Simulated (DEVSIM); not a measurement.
Device: CdS/CdTe n-p heterojunction, at 350 K.

| layer (left to right) | material | thickness (μm) | Nd (cm⁻³) | Na (cm⁻³) | τn (s) | τp (s) |
|---|---|---|---|---|---|---|
| 1 | CdS | 0.0900 | 9.8e16 | - | 4.3e-9 | 4.3e-9 |
| 2 | CdTe | 0.420 | - | 1.6e17 | 4.3e-9 | 4.3e-9 |

Left contact: ohmic. Right contact: ohmic. Voltage is applied to the left contact. Recombination: SRH at mid-gap, radiative. Mobility is constant in doping.

This is a model device: material constants are rounded textbook-type values typed into the input, and sizes, dopings and lifetimes were drawn at random. Values at 300 K; Nc and Nv go as T^1.5, mobilities as T to minus their exponent, the gap by Varshni's rule with the affinity fixed.

```csv
parameter,CdS,CdTe
gap (eV),2.4,1.5
affinity (eV),4.3,4.28
permittivity,9,10.2
Nc (cm⁻³),2.2e18,8e17
Nv (cm⁻³),1.8e19,1.8e19
μn (cm²/Vs),300,1000
μp (cm²/Vs),25,80
T exponent of μn,1.5,1.7
T exponent of μp,1.5,1.5
B (cm³/s),1e-10,1e-10
Varshni α (eV/K),0.00039,0.00031
Varshni β (K),103,108
```

Simulated with DEVSIM: 1D drift-diffusion, Boltzmann statistics, complete ionisation; no tunnelling, impact ionisation, image-force lowering or self-heating. Band offsets follow the typed affinities; no thermionic-emission limit at abrupt steps, no polarisation charge.

The thickness of layer 2 was swept, all else fixed.

| thickness of layer 2 (μm) | dark forward voltage at 100 A/cm² (V) | dark forward voltage at 1 A/cm² (V) |
|---|---|---|
| 0.084 | 1.078 | 0.934 |
| 0.15 | 1.098 | 0.956 |
| 0.25 | 1.115 | 0.974 |
| 0.42 | (withheld) | (withheld) |
| 0.71 | 1.147 | 1.007 |
| 1.3 | 1.164 | 1.024 |
| 2.1 | 1.178 | 1.036 |

Task: What belongs in the gaps?

Result: 
- 0.42, dark forward voltage at 100 A/cm² (V): 1.131
- 0.42, dark forward voltage at 1 A/cm² (V): 0.990
